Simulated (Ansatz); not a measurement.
## BeSe under a change: pressure 3 GPa

The parent structure is BeSe in the zinc blende structure (space group F-43m, No. 216; a = 5.178 Å).

Now apply this change: a hydrostatic pressure of 3 GPa.

Method: PBE in Ansatz (plane waves to 420 eV, PAW, no SOC). Settings: 11×11×11 k-points, 0.05 eV Fermi–Dirac smearing.

- Volume per atom: 16.72 Å³ (base 17.35 Å³)
- Density: 4.37 g/cm³ (base 4.21 g/cm³)
- Lattice parameter a: 9.664 bohr (base 9.785 bohr)
- Shortest interatomic distance: 4.185 bohr (base 4.237 bohr)
- Enthalpy H = E + PV relative to the base's energy: +0.32 eV/atom
- Band gap: 2.59 eV (base 2.67 eV)
- Gap character: indirect, Γ → X (base indirect, Γ → X)
- Smallest direct gap: 4.50 eV (base 4.22 eV)
- Mean gap deformation potential ΔEg/Δln V: +2.1 eV
- Width of the top valence band: 3.37 eV (base 3.20 eV)
- Electron mass: 0.87 mₑ along k, 0.26 mₑ across (at X) (base 0.90 mₑ along k, 0.27 mₑ across (at X))
- Hole mass (degenerate bands, along [100]): 0.24, 0.46, 0.46 mₑ (at Γ) (base 0.24, 0.48, 0.48 mₑ (at Γ))

Final structure:

```
CELL_PARAMETERS angstrom
      0.00000     2.55699     2.55699
      2.55699     0.00000     2.55699
      2.55699     2.55699     0.00000
ATOMIC_POSITIONS crystal
  Se 0.75000 0.75000 0.75000
  Be 0.00000 0.00000 0.00000
```

Cost of the whole job for the changed cell (relaxation, final SCF and bands): about 16 core-seconds (a rough figure).

Load acts through the strain it causes; cell and atoms are relaxed under it. Masses are band curvatures over ±0.01 Å⁻¹ around the edge. Along k means along the line from Γ to the band edge. No phonon test of stability was made.

Ansatz is a first-principles code.
